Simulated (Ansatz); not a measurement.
Cost and result by functional for the surface energy of the (20-23) surface of hcp Y in its 1x1 cell, outermost plane spacing 0.20 Å in the ideal cut, in Ansatz (plane waves, PAW). Single points on the PBE structure, on one kind of machine; costs are rough ratios of the slab run's core time (references not counted) to the cheapest single point. r2SCAN's cost holds its higher cutoff (500 against 420 eV). Differences are taken against r2SCAN for comparison alone: no measured value is at hand, so the table doesn't rank accuracy.

Slab: 18 atoms, 9.9 Å thick at the start (thin: gaps and levels are the slab's own); k 10x3x1, smearing 0.1 eV, dipole-corrected; all atoms relaxed; held to the part of the start's symmetry that mesh and held atoms allow; no spin, no spin-orbit, no U. These notes are the PBE run's.

```tsv
functional	relative cost	surface energy (J/m²)	less r2SCAN (J/m²)
RPBE	1	0.92	-0.14
LDA	1	1.13	0.08
PBEsol	1	1.09	0.04
r2SCAN	2	1.06	0.00
PBE (the relaxed run's value)	–	1.00	-0.06
```

The values span 0.22 J/m², while the single points' costs differ by a factor of roughly 2. Differences are of unrounded values.

Ansatz is a program for electronic structure.
